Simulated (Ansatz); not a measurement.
**AlN: response to strain**

Consider AlN in the zinc blende structure (space group F-43m, No. 216; a = 4.370 Å).

Strains are applied to the cell and any free atomic positions relax.

Calculations: plane-wave PAW DFT at the r2SCAN level (Ansatz, an electronic-structure program, 500 eV), scalar-relativistic without spin-orbit coupling.

```json
[
 {"isotropic strain (%)": "0", "pressure (GPa)": "0.0"},
 {"isotropic strain (%)": "0.5", "pressure (GPa)": "-3.1"},
 {"isotropic strain (%)": "1", "pressure (GPa)": "-5.9"},
 {"isotropic strain (%)": "1.5", "pressure (GPa)": "-8.6"},
 {"isotropic strain (%)": "2", "pressure (GPa)": "-11.1"},
 {"isotropic strain (%)": "2.5", "pressure (GPa)": "?"},
 {"isotropic strain (%)": "3", "pressure (GPa)": "-15.7"}
]
```

Fit P = P₀ − Bδ + Cδ² with δ = (1 + ε)³ − 1 to the rows shown and predict the withheld row.

Least squares on the printed values gives P₀ = 0.0 GPa, B = 206 GPa, C = 397 GPa (largest residual 0.1 GPa); this predicts -13.5 GPa, and the run gives -13.5 GPa, in agreement.

Stability against distortions was not tested. This is not the structure that AlN has at room temperature and ambient pressure.
